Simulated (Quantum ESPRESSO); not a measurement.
A self-consistent single point of Sn₄SF₆ (Cmc2_1, 22 atoms in the cell) with Quantum ESPRESSO.

Method: Wu-Cohen GGA, GBRV 1.5 ultrasoft (PBE) pseudopotentials (plane waves; Quantum ESPRESSO).

```
CELL_PARAMETERS angstrom
      4.34086    -6.28473     0.00000
      4.34086     6.28473     0.00000
      0.00000     0.00000     8.89550
ATOMIC_POSITIONS crystal
  Sn 0.32001 0.67999 0.14704
  Sn 0.67999 0.32001 0.64704
  Sn 0.64232 0.81262 0.66791
  Sn 0.35768 0.18738 0.16791
  Sn 0.18738 0.35768 0.66791
  Sn 0.81262 0.64232 0.16791
  Sn 0.15051 0.84949 0.55900
  Sn 0.84949 0.15051 0.05900
  S  0.33660 0.66340 0.43799
  S  0.66340 0.33660 0.93799
  F  0.73261 0.91833 0.89679
  F  0.26739 0.08167 0.39679
  F  0.08167 0.26739 0.89679
  F  0.91833 0.73261 0.39679
  F  0.14897 0.85103 0.11257
  F  0.85103 0.14897 0.61257
  F  0.49166 0.00602 0.67470
  F  0.50834 0.99398 0.17470
  F  0.99398 0.50834 0.67470
  F  0.00602 0.49166 0.17470
  F  0.38379 0.61621 0.78387
  F  0.61621 0.38379 0.28387
```

Reference input (self-consistent single point, DFT, PBEsol, plane waves, GBRV 1.5 ultrasoft (PBESOL) pseudopotentials): ecutwfc = 40 Ry; ecutrho = 200 Ry; occupations = fixed; potentials = {Sn: sn_pbesol_v1.4.uspp.F.UPF, S: s_pbesol_v1.4.uspp.F.UPF, F: f_pbesol_v1.4.uspp.F.UPF}; K_POINTS = automatic 2 2 2 0 0 0; nbnd = 112; conv_thr = 1e-11 Ry; mixing_beta = 0.3. This run's input differs from it in these lines:

```diff
@@ -16,2 +16,3 @@
   nbnd = 112
+  input_dft = 'wc'
 /
@@ -22,5 +23,5 @@
 ATOMIC_SPECIES
-Sn   118.7100  sn_pbesol_v1.4.uspp.F.UPF
-S     32.0600  s_pbesol_v1.4.uspp.F.UPF
-F     18.9984  f_pbesol_v1.4.uspp.F.UPF
+Sn   118.7100  sn_pbe_v1.4.uspp.F.UPF
+S     32.0600  s_pbe_v1.4.uspp.F.UPF
+F     18.9984  f_pbe_v1.4.uspp.F.UPF
 ATOMIC_POSITIONS {angstrom}
```

The program printed (abridged):

```
     Self-consistent Calculation

     iteration #  1     ecut=    40.00 Ry     beta= 0.30

     total energy              =   -1904.11534912 Ry
     estimated scf accuracy    <       3.55671903 Ry

     iteration #  2     ecut=    40.00 Ry     beta= 0.30

     total energy              =   -1903.96276708 Ry
     estimated scf accuracy    <       0.80682773 Ry

     iteration #  3     ecut=    40.00 Ry     beta= 0.30

     total energy              =   -1904.17794873 Ry
     estimated scf accuracy    <       0.04658207 Ry

   [... 11 blocks of this kind left out ...]

     iteration # 15     ecut=    40.00 Ry     beta= 0.30

     total energy              =   -1904.18254935 Ry
     estimated scf accuracy    <          2.7E-11 Ry

     iteration # 16     ecut=    40.00 Ry     beta= 0.30
     End of self-consistent calculation

     highest occupied, lowest unoccupied level (ev):     3.9812    6.3707

!    total energy              =   -1904.18254936 Ry
     estimated scf accuracy    <          3.4E-12 Ry

     convergence has been achieved in  16 iterations

     Forces acting on atoms (cartesian axes, Ry/au):

     atom    1 type  1   force =    -0.00000000    0.00912422    0.00673717
     atom    2 type  1   force =     0.00000000   -0.00912422    0.00673717
     atom    3 type  1   force =    -0.00630869    0.01367200    0.00928698
     atom    4 type  1   force =     0.00630869   -0.01367200    0.00928698
     atom    5 type  1   force =     0.00630869    0.01367200    0.00928698
     atom    6 type  1   force =    -0.00630869   -0.01367200    0.00928698
   [... lines left out ...]

     Total force =     0.050341     Total SCF correction =     0.000004

          total   stress  (Ry/bohr**3)                   (kbar)     P=      -24.34
  -0.00019525   0.00000000   0.00000000          -28.72        0.00        0.00
   0.00000000  -0.00015156   0.00000000            0.00      -22.29        0.00
   0.00000000   0.00000000  -0.00014965            0.00        0.00      -22.01

   JOB DONE.
```

The run converged in 16 iterations. Against the reference run the pressure goes from -2.56 to -2.43 GPa, the largest force goes from 0.476 to 0.455 eV/Å and the gap on the mesh moves little (2.386 to 2.389 eV).

The starting cell comes from a database of computed structures (which also holds hypothetical and non-ambient phases and stackings), without a prior relaxation at this level.

Cost on one core of a shared machine: roughly 9 min.
